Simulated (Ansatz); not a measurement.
By PBEsol, the system below comes out a metal.

Input:

```
Mo
1.0
    3.16762     0.00000     0.00000
    0.00000     3.16762     0.00000
    1.58381    -1.58381     1.58381
Mo
1
Direct
  0.00000   0.00000   0.00000
```

Space group of this cell: Im-3m, bcc (W type). The cell is taken as given; by PBEsol its mean pressure is -9.4 GPa.

The current runs along the normal of the first two printed vectors, the (001) plane. All runs by Ansatz (a quantum-chemistry and plane-wave program), plane waves and PAW, without spin-orbit coupling; the base is PBEsol.

```csv
run,mean pressure (GPa),"G/A, both spins (10¹⁵ S/m²)"
base,-9.4,1.25
all lengths scaled by 0.98,7.2,?
all lengths scaled by 1.02,-21.8,?
"lengths across the current scaled by 0.98, ions clamped",1.3,1.33
"lengths across the current scaled by 1.02, ions clamped",-18.0,1.21
"lengths along the current scaled by 0.97, ions clamped",-1.4,1.33
"lengths along the current scaled by 1.03, ions clamped",-15.9,1.19
```

Complete the blanks.


- all lengths scaled by 0.98, G/A, both spins (10¹⁵ S/m²): 1.36
- all lengths scaled by 1.02, G/A, both spins (10¹⁵ S/m²): 1.16
